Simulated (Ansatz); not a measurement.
System: CsCl-type NiAl. Method: PBEsol (PAW; Ansatz, a first-principles code).

Run with plane-wave cutoff 520 eV, 16×16×16 k mesh, Fermi–Dirac smearing 0.1 eV, perturbation theory, force constants from a 4×4×4 q mesh, no spin polarisation, scalar-relativistic PAW data made under PBE.

Computed at the level's own relaxed cell. Harmonic vibrational thermodynamics at fixed volume:

```
T (K)  S_vib (J/K per mol of atoms)  C_V (J/K per mol of atoms)  F_vib (eV/atom)
-----  ----------------------------  --------------------------  ---------------
0                              0.00                        0.00           0.0435
300                           25.77                       22.22           0.0065
400                           32.34                       23.34          -0.0238
500                           37.62                       23.90          -0.0601
600                           42.00                       24.21          -0.1015
900                           51.91                       24.61          -0.2485
1000                          54.51                       24.67          -0.3036
```

The crystal is taken as a harmonic solid at every temperature: melting, phase changes and thermal expansion are not seen, nor the electrons' share in a metal.
